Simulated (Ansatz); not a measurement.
Ge, element substitutions

Consider Ge in the diamond structure (space group Fd-3m, No. 227; a = 5.674 Å).

Each row replaces one element on all its sites; cell and atoms are relaxed.

Computed with r2SCAN/PAW in Ansatz (an electronic-structure program), spin-orbit coupling left out.

```
change   band gap  lattice parameter a
-------  --------  -------------------
base      0.36 eV              5.674 Å
Ge → C    4.36 eV                    …
Ge → Cd      zero                    …
Ge → Zn      zero                    …
Ge → Si         …              5.444 Å
```

Question: Complete the table.

Answer: 
- Ge → C, lattice parameter a: 3.560 Å
- Ge → Cd, lattice parameter a: 6.519 Å
- Ge → Zn, lattice parameter a: 5.688 Å
- Ge → Si, band gap: 0.78 eV

No phonon test of stability was made. As relaxed here, Cd and Zn are hypothetical phases, not in the database extracts checked.
